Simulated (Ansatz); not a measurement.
**Hypothetical P6_3/mmc SnS2: 2 layers**

Base system: SnS₂ in the 2H-MoS2 type structure (space group P6_3/mmc, No. 194; a = 3.561 Å, c = 11.148 Å; a hypothetical phase, not in the database extracts checked; layered, stacked along the Cartesian z axis).

It is then changed as follows: a free-standing slab of 2 layers (6 atoms, 3 a layer) is cut normal to the stacking axis, with 15 Å of vacuum and the in-plane cell relaxed.

Method: PBEsol-D3(BJ), PAW, 420 eV (Ansatz, an electronic-structure program; no spin-orbit coupling). Γ-centred 15×15×1 mesh, Fermi–Dirac width 0.05 eV, for the changed cell.

```csv
quantity,base,changed,shift
layer's space group (with vacuum),–,P-3m1 (No. 164),–
band gap,zero,0.38 eV,–
gap character,–,"indirect, Γ → M",–
"valence-band top at Γ (three highest levels, from the VBM)",–,"0.00, 0.00, -0.26 eV",–
excess energy per area of both faces (slab less bulk energy over the cell's area: twice a surface energy) (uncertain by up to 0.09 J/m²),–,0.6 J/m²,–
thickness between the outermost nuclei,–,8.75 Å,–
in-plane lattice parameter a,3.561 Å,3.544 Å,-0.017 Å
```

Final structure:

```
CELL_PARAMETERS angstrom
      3.54421     0.00000     0.00000
      1.77210     3.06937     0.00000
      0.00000     0.00000    23.78885
ATOMIC_POSITIONS crystal
  S  0.66667 0.66667 0.31599
  Sn 0.33333 0.33333 0.38320
  S  0.66667 0.66667 0.45123
  S  0.33333 0.33333 0.54877
  Sn 0.66667 0.66667 0.61680
  S  0.33333 0.33333 0.68401
```

The excess energy carries the mismatch between the slab's and the bulk's meshes. Stability against distortions was not tested. The final runs are not spin-polarised. k-point labels follow each cell's own Brillouin zone.
